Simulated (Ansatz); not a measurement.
Band structure of MgI2 (P-3m1, 3 atoms in the cell).

```
MgI2
1.0
    2.08164    -3.60551     0.00000
    2.08164     3.60551     0.00000
    0.00000     0.00000     6.88195
Mg I
1 2
Direct
  0.00000   0.00000   0.00000
  0.33333   0.66667   0.24200
  0.66667   0.33333   0.75800
```

Method: PBE (plane waves, PAW; Ansatz, a quantum-chemistry and plane-wave program).

Settings: basis.ecutwfc = 420 eV; kpoints.mp_grid.grid = 5 5 3; hamiltonian.xc = pbe; hamiltonian.pseudopotentials = {kind: paw} (the program's default PAW files); scf.occupations.method = fermi_dirac; scf.occupations.width = 0.01 eV; kpoints.band_path.npoints = 8.

The starting cell has typed, rounded lattice constants, without a prior relaxation at this level. Its lattice was rescaled by a random factor within 2.5 % of one. Spin-orbit coupling is off.

Task: Predict the gap along the standard path and the places of the band edges.

Result: The gap along the path is 3.54 eV, from Γ to L; the smallest direct gap on it is 3.68 eV. Another conduction valley lies within 0.1 eV, so the order of the valleys is not sure.

Levels in eV from the top of the valence band on the path, bands 19 to 26:
| point | 19 | 20 | 21 | 22 | 23 | 24 | 25 | 26 |
|---|---|---|---|---|---|---|---|---|
| Γ | -0.47 | -0.09 | -0.09 | 0.00 | 3.68 | 4.77 | 6.70 | 6.70 |
| M | -1.85 | -1.39 | -0.90 | -0.46 | 3.63 | 5.33 | 5.53 | 6.96 |
| K | -2.37 | -1.89 | -1.22 | -1.22 | 3.91 | 7.39 | 7.39 | 7.57 |
| A | -0.37 | -0.37 | -0.19 | -0.19 | 4.63 | 4.85 | 6.52 | 6.52 |
| L | -1.22 | -1.13 | -0.80 | -0.70 | 3.54 | 5.23 | 5.70 | 6.10 |
| H | -2.75 | -2.19 | -0.55 | -0.55 | 4.80 | 5.79 | 5.79 | 7.37 |

Keys are those of Ansatz 0.2.
